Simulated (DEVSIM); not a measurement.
Structure: abrupt Si n-p junction, at 300 K.

| layer (left to right) | material | thickness (μm) | Nd (cm⁻³) | Na (cm⁻³) | τn (s) | τp (s) |
|---|---|---|---|---|---|---|
| 1 | Si | 0.310 | 9.2e17 | - | 1.1e-7 | 1.1e-7 |
| 2 | Si | 60.0 | - | 6.1e15 | 1.1e-7 | 1.1e-7 |

Left contact: ohmic. Right contact: ohmic. Voltage is applied to the left contact. Recombination: SRH at mid-gap, radiative, Auger. Mobility is μmin + (μ − μmin)/(1 + (N/Nref)^α).

Constants are typed, rounded textbook-type inputs, not results; the design itself was drawn at random and stands for no fabricated device. Values at 300 K.

```
parameter           Si
-------------  -------
gap (eV)         1.124
affinity (eV)     4.05
permittivity      11.7
Nc (cm⁻³)      2.86e19
Nv (cm⁻³)       3.1e19
μn (cm²/Vs)       1417
μp (cm²/Vs)        470
μn,min              52
μp,min              45
Nref,n          9.7e16
Nref,p          2.2e17
αn                0.68
αp                0.72
B (cm³/s)      4.7e-15
Cn (cm⁶/s)     2.8e-31
Cp (cm⁶/s)     9.9e-32
```

DEVSIM, 1D drift-diffusion, Boltzmann statistics, complete ionisation; no tunnelling, impact ionisation, image-force lowering or self-heating.

Tabulate band edges, carrier densities and field at -0.9 V on the left contact.

Energies count from the Fermi level of the right contact; mesh points crowd at the junctions.

```json
[
 {"x (μm)": "0.000", "Ec (eV)": "0.989", "Ev (eV)": "-0.135", "n (cm⁻³)": "9.2e17", "p (cm⁻³)": "130", "field (V/cm)": "≈ 0"},
 {"x (μm)": "0.02826", "Ec (eV)": "0.989", "Ev (eV)": "-0.135", "n (cm⁻³)": "9.2e17", "p (cm⁻³)": "1.5e13", "field (V/cm)": "≈ 0"},
 {"x (μm)": "0.08445", "Ec (eV)": "0.989", "Ev (eV)": "-0.135", "n (cm⁻³)": "9.2e17", "p (cm⁻³)": "4.5e13", "field (V/cm)": "≈ 0"},
 {"x (μm)": "0.1840", "Ec (eV)": "0.989", "Ev (eV)": "-0.135", "n (cm⁻³)": "9.2e17", "p (cm⁻³)": "9.7e13", "field (V/cm)": "≈ 0"},
 {"x (μm)": "0.2774", "Ec (eV)": "0.989", "Ev (eV)": "-0.135", "n (cm⁻³)": "9.2e17", "p (cm⁻³)": "1.5e14", "field (V/cm)": "36"},
 {"x (μm)": "0.3078", "Ec (eV)": "1.006", "Ev (eV)": "-0.119", "n (cm⁻³)": "4.8e17", "p (cm⁻³)": "3.1e14", "field (V/cm)": "36000"},
 {"x (μm)": "0.3340", "Ec (eV)": "1.075", "Ev (eV)": "-0.049", "n (cm⁻³)": "3.3e16", "p (cm⁻³)": "4.5e15", "field (V/cm)": "13000"},
 {"x (μm)": "0.4248", "Ec (eV)": "1.106", "Ev (eV)": "-0.018", "n (cm⁻³)": "9.9e15", "p (cm⁻³)": "1.5e16", "field (V/cm)": "370"},
 {"x (μm)": "0.5997", "Ec (eV)": "1.107", "Ev (eV)": "-0.017", "n (cm⁻³)": "9.5e15", "p (cm⁻³)": "1.6e16", "field (V/cm)": "≈ 0"},
 {"x (μm)": "0.9953", "Ec (eV)": "1.106", "Ev (eV)": "-0.018", "n (cm⁻³)": "9.3e15", "p (cm⁻³)": "1.5e16", "field (V/cm)": "-11"},
 {"x (μm)": "1.890", "Ec (eV)": "1.105", "Ev (eV)": "-0.019", "n (cm⁻³)": "8.9e15", "p (cm⁻³)": "1.5e16", "field (V/cm)": "-11"},
 {"x (μm)": "5.110", "Ec (eV)": "1.101", "Ev (eV)": "-0.023", "n (cm⁻³)": "7.8e15", "p (cm⁻³)": "1.4e16", "field (V/cm)": "-14"},
 {"x (μm)": "11.19", "Ec (eV)": "1.092", "Ev (eV)": "-0.032", "n (cm⁻³)": "6.0e15", "p (cm⁻³)": "1.2e16", "field (V/cm)": "-18"},
 {"x (μm)": "24.95", "Ec (eV)": "1.059", "Ev (eV)": "-0.065", "n (cm⁻³)": "3.7e15", "p (cm⁻³)": "9.8e15", "field (V/cm)": "-29"},
 {"x (μm)": "48.09", "Ec (eV)": "0.972", "Ev (eV)": "-0.152", "n (cm⁻³)": "1.8e15", "p (cm⁻³)": "7.9e15", "field (V/cm)": "-47"},
 {"x (μm)": "54.92", "Ec (eV)": "0.938", "Ev (eV)": "-0.186", "n (cm⁻³)": "1.1e15", "p (cm⁻³)": "7.2e15", "field (V/cm)": "-55"},
 {"x (μm)": "57.94", "Ec (eV)": "0.920", "Ev (eV)": "-0.204", "n (cm⁻³)": "6.5e14", "p (cm⁻³)": "6.8e15", "field (V/cm)": "-63"},
 {"x (μm)": "59.27", "Ec (eV)": "0.911", "Ev (eV)": "-0.213", "n (cm⁻³)": "3.3e14", "p (cm⁻³)": "6.4e15", "field (V/cm)": "-69"},
 {"x (μm)": "59.97", "Ec (eV)": "0.906", "Ev (eV)": "-0.218", "n (cm⁻³)": "1.2e14", "p (cm⁻³)": "6.2e15", "field (V/cm)": "-74"},
 {"x (μm)": "60.17", "Ec (eV)": "0.904", "Ev (eV)": "-0.220", "n (cm⁻³)": "5.0e13", "p (cm⁻³)": "6.1e15", "field (V/cm)": "-76"},
 {"x (μm)": "60.26", "Ec (eV)": "0.904", "Ev (eV)": "-0.220", "n (cm⁻³)": "1.7e13", "p (cm⁻³)": "6.1e15", "field (V/cm)": "-76"},
 {"x (μm)": "60.31", "Ec (eV)": "0.903", "Ev (eV)": "-0.221", "n (cm⁻³)": "19000", "p (cm⁻³)": "6.1e15", "field (V/cm)": "-76"}
]
```
